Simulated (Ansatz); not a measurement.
The starting structures come from a database of crystals and need not be the phases stable at ambient conditions.

 Where the default PAW files enter, the runs use the earlier of Ansatz's two default sets.

## Evanescent states of SiO2 (R-3, not sure to be the ambient phase, 18 atoms a cell, 17.8 Å³ an atom) along the normal of (101)

These are r2SCAN (plane waves, PAW; Ansatz, an electronic-structure program) values and carry that method's errors.

No gap correction and no spin-orbit coupling; mid-gap values are interpolated between computed energies.

Energies count from the valence-band top; κ is the least over a 4×4 mesh across the current.

| E (eV) | κ (1/Å) | where |
|---|---|---|
| 0.14 | 0.361 | off Γ |
| 0.43 | 0.521 | off Γ |
| 0.72 | 0.605 | Γ |
| 1.01 | 0.645 | Γ |
| 1.30 | 0.643 | Γ |
| 1.59 | 0.640 | Γ |
| 1.89 | 0.635 | Γ |
| 2.17 | 0.628 | Γ |
| 2.46 | 0.620 | Γ |
| 2.75 | 0.609 | Γ |
| 3.04 | 0.597 | Γ |
| 3.33 | 0.582 | Γ |
| 3.62 | 0.565 | Γ |
| 3.92 | 0.545 | Γ |
| 4.21 | 0.523 | Γ |
| 4.50 | 0.497 | Γ |
| 4.79 | 0.466 | Γ |
| 5.08 | 0.431 | Γ |
| 5.37 | 0.390 | Γ |
| 5.66 | 0.339 | Γ |
| 5.95 | 0.274 | Γ |
| 6.24 | 0.181 | Γ |

### Question
How thick must the barrier be to attenuate the transmission by 10^8 when the electrodes' Fermi level lies at 4.50 eV, and what attenuation does that film give at 3.92 eV?

### Answer
d = 8 ln 10 / (2 × 0.497) = 18.5 Å. At 3.92 eV it gives 8 × 0.545/0.497 = 8.8 decades.
